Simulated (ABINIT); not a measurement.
Input and output of a self-consistent single point for Sn (Fd-3m, 2 atoms in the cell) (ABINIT).

Method: PBE, norm-conserving pseudopotentials (PseudoDojo nc-sr-05 PBE standard) (plane waves; ABINIT).

The change in words: lattice scaled by 0.98. Reference geometry:
```
CELL_PARAMETERS angstrom
      0.00000     3.24450     3.24450
      3.24450     0.00000     3.24450
      3.24450     3.24450     0.00000
ATOMIC_POSITIONS crystal
  Sn 0.00000 0.00000 0.00000
  Sn 0.25000 0.25000 0.25000
```

Reference input (self-consistent single point, DFT, PBE, plane waves, norm-conserving pseudopotentials (PseudoDojo nc-sr-05 PBE standard)): pseudos = [Sn.upf]; ecut = 36 Ha; occopt = 3; tsmear = 0.00183747 Ha; ngkpt = 9 9 9; nshiftk = 1; shiftk = 0 0 0; potentials = PseudoDojo nc-sr-05 PBE standard; nband = 19; kptopt = 1; nstep = 100; tolvrs = 1e-11. This run's input differs from it in these lines:

```diff
@@ -3,3 +3,3 @@
 pseudos "Sn.upf"
-acell 8.6708494028 8.6708494028 8.6708494028
+acell 8.4974324147 8.4974324147 8.4974324147
 rprim
```

Output (repeated stretches shortened):

```
--- !BeginCycle
solver: {iscf: 7, nstep: 100, nline: 4, wfoptalg: 0, }
tolerances: {tolvrs: 1.00E-11, }
...

     iter   Etot(hartree)      deltaE(h)  residm     vres2
 ETOT  1  -156.93891559466    -1.569E+02 6.953E-01 5.279E+00
 ETOT  2  -157.66747853089    -7.286E-01 1.500E-02 4.272E+00
 ETOT  3  -157.66777855395    -3.000E-04 1.079E-02 9.533E-01
 ETOT  4  -157.66782346095    -4.491E-05 7.874E-04 3.639E-02
 ETOT  5  -157.66782617699    -2.716E-06 3.141E-04 1.027E-02
 ETOT  6  -157.66782641100    -2.340E-07 9.208E-05 1.126E-04
 ETOT  7  -157.66782641667    -5.666E-09 8.761E-05 1.040E-06
 ETOT  8  -157.66782641673    -6.378E-11 7.738E-05 1.377E-08
 ETOT  9  -157.66782641674    -1.049E-11 6.048E-05 1.305E-10
 ETOT 10  -157.66782641675    -6.736E-12 7.641E-05 3.797E-12
 At SCF step   10       vres2   =  3.80E-12 < tolvrs=  1.00E-11 =>converged.

 Cartesian components of stress tensor (hartree/bohr^3)
  sigma(1 1)= -2.30997169E-04  sigma(3 2)=  0.00000000E+00
  sigma(2 2)= -2.30997169E-04  sigma(3 1)=  0.00000000E+00
  sigma(3 3)= -2.30997169E-04  sigma(2 1)=  0.00000000E+00

 ----iterations are completed or convergence reached----

 reduced coordinates (array xred) for    2 atoms
       0.000000000000      0.000000000000      0.000000000000
       0.250000000000      0.250000000000      0.250000000000
 cartesian forces (eV/Angstrom) at end:
    1     -0.00000000000000    -0.00000000000000     0.00000000000000
    2      0.00000000000000     0.00000000000000    -0.00000000000000
 frms,max,avg= 9.9561011E-27 1.3826338E-26   0.000E+00  0.000E+00  0.000E+00 e/A
   [... lines left out ...]
 Fermi (or HOMO) energy (hartree) =   0.07437   Average Vxc (hartree)=  -0.34326
   [... lines left out ...]
total_energy        : -1.57667826416751E+02
total_energy_eV     : -4.29035974699806E+03
band_energy         : -1.53122854296743E+01
...

-Cartesian components of stress tensor (GPa)         [Pressure=  6.7962E+00 GPa]
- sigma(1 1)= -6.79617020E+00  sigma(3 2)=  0.00000000E+00
- sigma(2 2)= -6.79617020E+00  sigma(3 1)=  0.00000000E+00
- sigma(3 3)= -6.79617020E+00  sigma(2 1)=  0.00000000E+00

 Calculation completed.
```

The run converged in 10 iterations. Against the reference run the free energy goes up by 61.9 meV/atom and the pressure goes from 3.25 to 6.80 GPa.

The starting cell has typed, rounded lattice constants, without a prior relaxation at this level. For this run, on top of that: lattice scaled by 0.98. With a pressure of about 7 GPa the cell is away from its equilibrium volume at this level.

Cost on one core of a shared machine: roughly 3 min.
